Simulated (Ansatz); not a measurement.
Consider PbSe in the rock salt structure (space group Fm-3m, No. 225; a = 6.041 Å). Axes: x, y, z lie along the cube axes.

Method: Kohn–Sham DFT with the LDA functional, run in Ansatz (an electronic-structure program) with PAW and 420 eV plane waves, without spin-orbit coupling.

Strains are applied to the cell and any free atomic positions relax; under biaxial strain the out-of-plane vector relaxes too.

One change was made to it. Results:

```csv
quantity,base,after
band gap,zero,0.18 eV
energy relative to the base (free energy F),0 meV/atom,+16 meV/atom
volume per atom,27.55 Å³,28.84 Å³
```

Which of these changes matches the shifts?
A. biaxial strain +2.00 %, plane normal [001], relaxed out of plane
B. biaxial strain −1.00 %, plane normal [001], relaxed out of plane
C. biaxial strain +2.50 %, plane normal [001], relaxed out of plane
D. biaxial strain +1.50 %, plane normal [001], relaxed out of plane
E. biaxial strain +3.00 %, plane normal [001], relaxed out of plane

C, biaxial strain +2.50 %, plane normal [001], relaxed out of plane. For comparison, the energy relative to the base in the other runs: biaxial strain +3.00 %, plane normal [001], relaxed out of plane gives +22 meV/atom; biaxial strain +2.00 %, plane normal [001], relaxed out of plane gives +10 meV/atom; biaxial strain +1.50 %, plane normal [001], relaxed out of plane gives +5.9 meV/atom; biaxial strain −1.00 %, plane normal [001], relaxed out of plane gives +2.9 meV/atom.

Spin-orbit coupling, missing from the scalar runs, can matter with Pb. Whether these cells are dynamically stable was not tested. The final runs are not spin-polarised. Gaps under 0.05 eV, about the width of the smearing, are given as zero. A zero or small gap of PbSe can be the functional's error rather than a property of the material.
